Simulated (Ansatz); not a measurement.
Cells marked so need not be the phases stable at ambient conditions, and some may be hypothetical.

By PBEsol, each system below comes out a metal.

Ballistic conductance counts the channels of both spins, as a mean over 0.1 eV about the Fermi level; spin-orbit coupling is left out.

A. AlPt3 (Pm-3m, Cu3Au type, not sure to be the ambient phase, 4 atoms a cell, 14.7 Å³ an atom, -3 GPa at this level), current normal to (110)
B. NbRu (P4/mmm, not sure to be the ambient phase, 2 atoms a cell, 16.0 Å³ an atom, -7 GPa at this level), current normal to (110)
C. Be$_{5}$Au (F-43m, not sure to be the ambient phase, 6 atoms a cell, 9.4 Å³ an atom, -2 GPa at this level), current normal to (110)

Q: Rank these by ballistic conductance per area (lowest first), as PBEsol (Ansatz, a program for electronic structure) gives it.

A: C (0.56 × 10¹⁵ S/m²), A (0.73 × 10¹⁵ S/m²), B (1.3 × 10¹⁵ S/m²)
